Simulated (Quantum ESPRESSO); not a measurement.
## Several settings converged on Tl (P6_3/mmc, 2 atoms in the cell)

```
Tl
1.0
    1.72481    -2.98746     0.00000
    1.72481     2.98746     0.00000
    0.00000     0.00000     5.50344
Tl
2
Direct
  0.33333   0.66667   0.25000
  0.66667   0.33333   0.75000
```

Base method: PBE, PseudoDojo standard norm-conserving (PBE) pseudopotentials (plane waves; Quantum ESPRESSO).

Base settings: ecutwfc = 65 Ry; occupations = smearing; smearing = gaussian; degauss = 0.0073499 Ry; potentials = {Tl: Tl.upf}; K_POINTS = automatic 8 8 4 0 0 0; conv_thr = 1e-10 Ry; mixing_beta = 0.7.

**Zone-centre phonons against the cutoff**

In this ladder: ph.x.tr2_ph = 1e-14; ph.x.fildyn = dyn.G; dynmat.x.fildyn = dyn.G; dynmat.x.asr = simple.

The mesh stays at the base's, so the ladder's end is converged at best in this setting alone.

Frequencies are those of the unrelaxed cell, without the LO-TO term of polar crystals.

Only quantities that move along the ladder and can be compared are tabulated.

```tsv
ecutwfc	highest zone-centre frequency (cm⁻¹)
32 Ry	103.2
39 Ry	94.2
46 Ry	97.5
65 Ry	97.2
98 Ry	97.2
```

Coarsest ecutwfc that holds the highest zone-centre frequency within 2 cm⁻¹ of the last step, with all finer ones: 46 Ry; the step before is off by 3.0 cm⁻¹.

**Zone-centre phonons against the mesh**

In this ladder: ph.x.tr2_ph = 1e-14; ph.x.fildyn = dyn.G; dynmat.x.fildyn = dyn.G; dynmat.x.asr = simple.

Frequencies are those of the unrelaxed cell, without the LO-TO term of polar crystals.

Only quantities that move along the ladder and can be compared are tabulated.

| K_POINTS | highest zone-centre frequency (cm⁻¹) |
|---|---|
| automatic 3 3 2 0 0 0 | 108.8 |
| automatic 5 5 3 0 0 0 | 108.7 |
| automatic 7 7 4 0 0 0 | 23.0 |
| automatic 11 11 6 0 0 0 | 85.7 |
| automatic 13 13 7 0 0 0 | 93.9 |

Coarsest K_POINTS that holds the highest zone-centre frequency within 10 cm⁻¹: not settled: the last two steps still differ by 8.2 cm⁻¹, over half the tolerance, so the ladder does not show it.

Two neighbours can agree and both be off: automatic 3 3 2 0 0 0 and automatic 5 5 3 0 0 0 differ by 0.1 cm⁻¹ in the highest zone-centre frequency, yet lie about 15 cm⁻¹ from the last step.

On the base run: the starting cell has typed, rounded lattice constants, without a prior relaxation at this level. Its lattice was rescaled by up to half a per cent. In the base run, with a pressure of about 4 GPa the cell is away from its equilibrium volume at this level.
